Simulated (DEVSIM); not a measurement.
Device: W/Al2O3/SiO2/p-Si capacitor, at 400 K.

Layer 1 from the left is Al2O3, thickness (nm) 2.80. Layer 2 from the left is SiO2, thickness (nm) 0.500. Layer 3 from the left is Si, thickness (nm) 11000, Na (cm⁻³) 2.6e15.

Metal gate on the left, work function 4.6 eV. Fixed charge at the semiconductor interface 0 cm⁻² (in units of +e); interface traps 1e10 cm⁻² eV⁻¹, uniform in energy, neutral level at 0.7 of the gap above the valence band.

The device is made up for the run: typed textbook-type constants, with dimensions and the other settings drawn at random. Values at 300 K; Nc and Nv go as T^1.5, mobilities as T to minus their exponent, the gap by Varshni's rule with the affinity fixed.

Al2O3: gap (eV) 6.8, affinity (eV) 1.35, permittivity 9. SiO2: gap (eV) 9, affinity (eV) 0.9, permittivity 3.9. Si: gap (eV) 1.124, affinity (eV) 4.05, permittivity 11.7, Nc (cm⁻³) 2.86e19, Nv (cm⁻³) 3.1e19, Varshni α (eV/K) 0.000473, Varshni β (K) 636.

Simulated with DEVSIM: 1D Poisson equation in equilibrium, Boltzmann statistics, complete ionisation; no quantum confinement or tunnelling. Metal contacts follow the ideal Schottky-Mott rule: no Fermi-level pinning, no interface dipoles.

Question: What does the simulation give for the minimum of the low-frequency capacitance, the flat-band voltage?

Answer: minimum of the low-frequency capacitance 0.0304 μF/cm²; flat-band voltage -0.21 V.
